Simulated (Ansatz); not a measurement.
## ZnCu2SnS4 under a change: isotropic strain +3.00 %

The reference is ZnCu$_{2}$SnS$_{4}$ (space group I-4, No. 82; a = 5.3175 Å, c = 10.6431 Å).

Modification: every lattice vector is stretched by 3.00 %, atoms relaxed at fixed cell.

Method: LDA (Ansatz, a program for electronic structure, PAW, no SOC). Γ-centred 9×9×9 mesh, Fermi–Dirac width 0.05 eV.

Volume per atom: 20.55 Å³ (base 18.81 Å³)
Space group: I-4 (No. 82) (base I-4 (No. 82))
Shortest interatomic distance: 2.316 Å (base 2.245 Å)
Energy relative to the base (free energy F): +37 meV/atom
Band gap: zero (base 0.14 eV)
Valley order (the lowest conduction-band minima on the path, energy above the VBM, named in the base's zone): Γ 0.05 eV; X (0, 0, 1/2) 0.39 eV (base Γ 0.14 eV; X (0, 0, 1/2) 0.49 eV; M (1/2, 1/2, 1/2) 1.15 eV)
Largest internal atomic displacement: 0.015 Å

Final structure:

```
ZnCu2SnS4
1.0
   -2.73850     2.73850     5.48119
    2.73850    -2.73850     5.48119
    2.73850     2.73850    -5.48119
Cu Zn Sn S
2 1 1 4
Direct
  0.00000   0.00000   0.00000
  0.75000   0.25000   0.50000
  0.25000   0.75000   0.50000
  0.50000   0.50000   0.00000
  0.37090   0.89769   0.00932
  0.10231   0.11162   0.47321
  0.88838   0.36159   0.99068
  0.63841   0.62910   0.52679
```

Stability against distortions was not tested. All final runs are without spin polarisation. Gaps under 0.05 eV, about the width of the smearing, are given as zero. A zero or small gap of ZnCu2SnS4 can be the functional's error rather than a property of the material.
